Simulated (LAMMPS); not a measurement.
Simulation of CeO2 (fluorite) with 30 % of Ce sites La, with oxygen vacancies for neutrality, 730 atoms, at 1000 K and 0 GPa, heated as the crystal.

All values are model results, not measurements: classical MD, Buckingham potential of Lewis and Catlow, J. Phys. C 18, 1149 (1985), first set, used with rigid ions (no shells), PPPM sums, short-range terms cut at 10 Å, modified for these runs by an r^-4 repulsive force inside the short-range force's maximum, run in LAMMPS.

**Question.** What does the simulation give for the state found, the enthalpy per atom, the most common O-La-O angle, the density?

**Answer.** state found: crystal with O moved off the starting sites; no diffusion seen in 100 ps; enthalpy per atom: -31.6498 ± 0.0008 eV/atom; most common O-La-O angle: at the 3° bin centred on 70.5°, after smoothing over three bins (mean of all 102°); density: 6.4912 ± 0.0007 g/cm³.

Caution: the potential ionic pair potential lewis1985a is fitted to static crystal properties with a polarisable anion, which is rigid here. Caution: the random arrangement on this lattice is imposed, and need not be a phase that exists in equilibrium. Caution: a run this short can hold a crystal over, or a liquid under, the potential's own melting point, which these runs don't give.
